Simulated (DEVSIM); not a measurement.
Structure: Pt/SiO2/n-GaAs capacitor, at 400 K.

| layer (left to right) | material | thickness (nm) | Nd (cm⁻³) |
|---|---|---|---|
| 1 | SiO2 | 19.0 | - |
| 2 | GaAs | 5400 | 1.4e16 |

Metal gate on the left, work function 5.6 eV. Fixed charge at the semiconductor interface 2.4e12 cm⁻² (in units of +e); interface traps 2e12 cm⁻² eV⁻¹, uniform in energy, neutral level at 0.3 of the gap above the valence band.

Constants are typed, rounded textbook-type inputs, not results; the design itself was drawn at random and stands for no fabricated device. Values at 300 K; Nc and Nv go as T^1.5, mobilities as T to minus their exponent, the gap by Varshni's rule with the affinity fixed.

```csv
parameter,SiO2,GaAs
gap (eV),9,1.424
affinity (eV),0.9,4.07
permittivity,3.9,12.9
Nc (cm⁻³),-,4.7e17
Nv (cm⁻³),-,9e18
Varshni α (eV/K),-,0.000541
Varshni β (K),-,204
```

DEVSIM, 1D Poisson equation in equilibrium, Boltzmann statistics, complete ionisation; no quantum confinement or tunnelling. Metal contacts follow the ideal Schottky-Mott rule: no Fermi-level pinning, no interface dipoles.

Tabulate band edges, carrier densities and field at 0.4 V on the gate.

Energies count from the Fermi level of the right contact; mesh points crowd at the junctions.

| x (μm) | Ec (eV) | Ev (eV) | n (cm⁻³) | p (cm⁻³) | field (V/cm) |
|---|---|---|---|---|---|
| 0.000 | 4.300 | -4.700 | < 1e2 | < 1e2 | -480000 |
| 0.001545 | 4.226 | -4.774 | < 1e2 | < 1e2 | -480000 |
| 0.004887 | 4.067 | -4.933 | < 1e2 | < 1e2 | -480000 |
| 0.01153 | 3.750 | -5.250 | < 1e2 | < 1e2 | -480000 |
| 0.01722 | 3.479 | -5.521 | < 1e2 | < 1e2 | -480000 |
| 0.01889 | 3.399 | -5.601 | < 1e2 | < 1e2 | -480000 |
| 0.02037 | 0.223 | -1.155 | 1.1e15 | 39000 | -15000 |
| 0.02612 | 0.214 | -1.163 | 1.4e15 | 31000 | -14000 |
| 0.03783 | 0.200 | -1.178 | 2.2e15 | 20000 | -12000 |
| 0.06609 | 0.173 | -1.204 | 4.8e15 | 9300 | -7500 |
| 0.1343 | 0.144 | -1.233 | 1.1e16 | 4000 | -1900 |
| 0.3991 | 0.136 | -1.241 | 1.4e16 | 3200 | ≈ 0 |
| 0.9380 | 0.136 | -1.241 | 1.4e16 | 3200 | ≈ 0 |
| 2.239 | 0.136 | -1.241 | 1.4e16 | 3200 | ≈ 0 |
| 4.409 | 0.136 | -1.241 | 1.4e16 | 3200 | ≈ 0 |
| 5.001 | 0.136 | -1.241 | 1.4e16 | 3200 | ≈ 0 |
| 5.247 | 0.136 | -1.241 | 1.4e16 | 3200 | ≈ 0 |
| 5.348 | 0.136 | -1.241 | 1.4e16 | 3200 | ≈ 0 |
| 5.398 | 0.136 | -1.241 | 1.4e16 | 3200 | ≈ 0 |
| 5.411 | 0.136 | -1.241 | 1.4e16 | 3200 | ≈ 0 |
| 5.416 | 0.136 | -1.241 | 1.4e16 | 3200 | ≈ 0 |
| 5.419 | 0.136 | -1.241 | 1.4e16 | 3200 | ≈ 0 |
